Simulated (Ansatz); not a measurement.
# Short convergence ladders for NbP (Imm2, 4 atoms in the cell)

```yaml
crystal:
  lattice:
    - [-1.68330, 1.68330, 5.76881]
    - [1.68330, -1.68330, 5.76881]
    - [1.68330, 1.68330, -5.76881]
  atoms:
    - { symbol: Nb, position: [0.75421, 0.75421, 0.00000] }
    - { symbol: Nb, position: [0.49988, 0.99988, 0.50000] }
    - { symbol: P, position: [0.33275, 0.33275, 0.00000] }
    - { symbol: P, position: [0.08275, 0.58275, 0.50000] }
```

Base method: PBEsol, default PAW files made with PBE (plane waves; Ansatz, a first-principles code).

Base settings: basis.ecutwfc = 420 eV; kpoints.mp_grid.grid = 7 7 7; hamiltonian.xc = pbesol; hamiltonian.pseudopotentials = {kind: paw} (the program's default PAW files); scf.occupations.method = gaussian; scf.occupations.width = 0.2 eV.

The count of work is k-points × plane waves × bands × iterations; it is no time. 

**The cutoff for other potential files**

Level: DFT, PBEsol, plane waves, harder PAW files (source: ansatz) made with PBE.

In this ladder: hamiltonian.pseudopotentials = {kind: paw, source: ansatz}.

The second cell is the first with its lattice scaled by 0.98.

The mesh stays at the base's, so the ladder's end is converged at best in this setting alone.

The first pressure column holds Ansatz's estimate of the finite-basis (Pulay) stress, which hides part of the cutoff error; the other is without it.

Only quantities that move along the ladder and can be compared are tabulated.

| basis.ecutwfc | free energy less the last step's (meV/atom) | energy of the compressed cell less the first (meV/atom) | pressure (GPa) | pressure without the Pulay estimate (GPa) | largest difference of a force vector from the last step's (eV/Å) | count of work / last |
|---|---|---|---|---|---|---|
| 320 eV | 747.19 | -20.94 | -9.04 | -40.30 | 0.012 | 0.11 |
| 390 eV | 176.15 | -19.09 | -8.64 | -18.39 | 0.001 | 0.15 |
| 495 eV | 14.54 | -19.86 | -8.76 | -10.01 | 0.000 | 0.21 |
| 600 eV | 0.67 | -19.84 | -8.76 | -8.84 | 0.000 | 0.28 |
| 710 eV | 0.13 | -19.84 | -8.76 | -8.76 | 0.000 | 0.36 |
| 850 eV | 0.08 | -19.84 | -8.76 | -8.76 | 0.000 | 0.46 |
| 1060 eV | 0.03 | -19.84 | -8.76 | -8.76 | 0.000 | 0.65 |
| 1415 eV | 0.00 | -19.85 | -8.76 | -8.76 | 0.000 | 1.0 |

Coarsest basis.ecutwfc that holds the free energy within 5 meV/atom of the last step, with all finer ones: 600 eV, at 0.28 of the last step's count of work; the step before is off by 15 meV/atom.

Coarsest basis.ecutwfc that holds the pressure without the Pulay estimate within 0.1 GPa of the last step, with all finer ones: 600 eV, at 0.28 of the last step's count of work; the step before is off by 1.2 GPa.

Coarsest basis.ecutwfc that holds the pressure within 0.05 GPa of the last step, with all finer ones: 495 eV, at 0.21 of the last step's count of work; the step before is off by 0.12 GPa.

The energy difference between the two cells stays within 1 meV/atom of the last step's from 390 eV on, the total only from 600 eV on: much of the error is common to both cells and cancels.

At the lowest cutoff the pressure without the Pulay estimate lies 31.5 GPa under the last step's, the usual sign of Pulay stress in an incomplete plane-wave basis.

**The relaxed cell against the cutoff**

On NbP (I4_1md, 4 atoms in the cell): atoms on their sites.

In this ladder: relax = cell and atoms.

The mesh stays at the base's, so the ladder's end is converged at best in this setting alone.

Only quantities that move along the ladder and can be compared are tabulated.

```csv
basis.ecutwfc,relaxed volume (Å³/atom),relaxation steps
210 eV,15.243,22
250 eV,15.670,15
295 eV,15.596,10
355 eV,15.569,8
420 eV,15.568,6
505 eV,15.567,6
630 eV,15.567,6
840 eV,15.567,6
```

Coarsest basis.ecutwfc that holds the relaxed volume within 0.078 Å³/atom of the last step, with all finer ones: 295 eV; the step before is off by 0.10 Å³/atom.

At the lowest cutoff the cell relaxes to a volume 2.1 % smaller than at the highest. Ansatz relaxes on a stress corrected for the finite basis.

On the base run: the starting cell comes from a database of computed structures (which also holds hypothetical and non-ambient phases and stackings), without a prior relaxation at this level. Its lattice was rescaled by up to half a per cent. One atom was moved a little off its site on purpose. Spin polarisation is off.

Keys are those of Ansatz 0.2.
